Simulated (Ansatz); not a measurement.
Input and output of a self-consistent single point for VIr3 (P4mm, 4 atoms in the cell) (Ansatz, an electronic-structure program).

Method of the run: LDA (PW92), default PAW files made with PBE (plane waves; Ansatz).

```
VIr3
1.0
    3.79774     0.00000     0.00000
    0.00000     3.79774     0.00000
    0.00000     0.00000     3.79774
V Ir
1 3
Direct
  0.00000   0.00000   0.01317
  0.50000   0.50000   0.00000
  0.00000   0.50000   0.50000
  0.50000   0.00000   0.50000
```

Reference input (self-consistent single point, DFT, LDA (PW92), plane waves, default PAW files made with PBE): basis.ecutwfc = 420 eV; kpoints.mp_grid.grid = 9 9 9; hamiltonian.xc = lda; hamiltonian.pseudopotentials = {kind: paw} (the program's default PAW files); scf.occupations.method = gaussian; scf.occupations.width = 0.1 eV. This run's input differs from it in these lines:

Ansatz 0.2 input:
```diff
@@ -14,3 +14,3 @@
   mp_grid:
-    grid: [9, 9, 9]
+    grid: [10, 10, 10]
 hamiltonian:
@@ -22,3 +22,3 @@
     method: gaussian
-    width: 0.1
+    width: 0.3
 output:
```

Output, abridged:

```
SCF iter   1: F=—  HF=-37852.639589 eV  |F-HF|=—  |Δ(HF+E_count)|=         —  Δρ=1.37e-2  dr2=1.31e-1  ethr=1.77e-3  ⟨swp⟩=5.0  Hψ=15202  notcnv=0
all-band conjugate gradients solve this SCF's bands
preconditioner: auto → Kerker (q_TF=auto, 2.800 Å⁻¹)
SCF iter   2: F=—  HF=-37852.634734 eV  |F-HF|=—  |Δ(HF+E_count)|=   4.85e-3  Δρ=6.94e-3  dr2=3.43e-2  ethr=2.04e-4  ⟨swp⟩=1.0  Hψ=5922  notcnv=0
SCF iter   3: F=—  HF=-37852.632795 eV  |F-HF|=—  |Δ(HF+E_count)|=   1.94e-3  Δρ=4.65e-4  dr2=4.75e-5  ethr=5.36e-5  ⟨swp⟩=1.1  Hψ=4909  notcnv=0
SCF iter   4: F=—  HF=-37852.632806 eV  |F-HF|=—  |Δ(HF+E_count)|=   1.17e-5  Δρ=9.87e-5  dr2=4.39e-6  ethr=7.42e-8  ⟨swp⟩=2.1  Hψ=7366  notcnv=0
SCF iter   5: F=—  HF=-37852.632805 eV  |F-HF|=—  |Δ(HF+E_count)|=   1.19e-6  Δρ=1.80e-5  dr2=2.51e-7  ethr=6.86e-9  ⟨swp⟩=2.3  Hψ=6305  notcnv=0
SCF iter   6: F=-37852.632805 eV  HF=-37852.632805 eV  |F-HF|=4.58e-8  |Δ(HF+E_count)|=   5.64e-8  Δρ=8.68e-6  dr2=5.60e-8  ethr=1.56e-10  ⟨swp⟩=4.6  Hψ=16141  notcnv=0
SCF 1 converged in 6 iterations: F = -37852.632805 eV  dr2 = 5.60e-8
Free energy (F): -37852.632805 eV
Internal energy: -37852.524554 eV  (E = F + TS)
E sigma→0 (E₀):  -37852.578679 eV
Entropy (-TS):   -0.108251 eV (-27.063 meV/atom)
Fermi energy:    23.772217 eV
--- Forces (eV/Å), atoms counted from 1 ---
  atom   1  V     -0.00000000     0.00000000    -0.15371253
  atom   2  Ir     0.00000000     0.00000000     0.13406317
  atom   3  Ir    -0.00000000     0.00000000     0.00983784
  atom   4  Ir     0.00000000     0.00000000     0.00983784
--- Stress (GPa, compression-positive) ---
       -6.848213       0.000000       0.000000
        0.000000      -6.848213       0.000000
        0.000000       0.000000      -6.721710
  P = ⅓ Tr σ = -6.8060 GPa (-68.060 kbar)
  The stress holds the Pulay correction. Without it, at fixed plane waves, as pw.x and ABINIT print it: P = -6.8626 GPa
```

The run converged in 6 iterations. Against the reference run the free energy drops by 11.2 meV/atom, the pressure goes from -6.96 to -6.81 GPa and the largest force goes from 0.141 to 0.154 eV/Å.

The starting cell comes from a database of computed structures (which also holds hypothetical and non-ambient phases and stackings), without a prior relaxation at this level. Its lattice was rescaled by up to half a per cent. One atom was moved a little off its site on purpose. Spin polarisation is off. With a pressure of about -7 GPa the cell is away from its equilibrium volume at this level. Ansatz's pressure includes its estimate of the finite-basis (Pulay) stress.
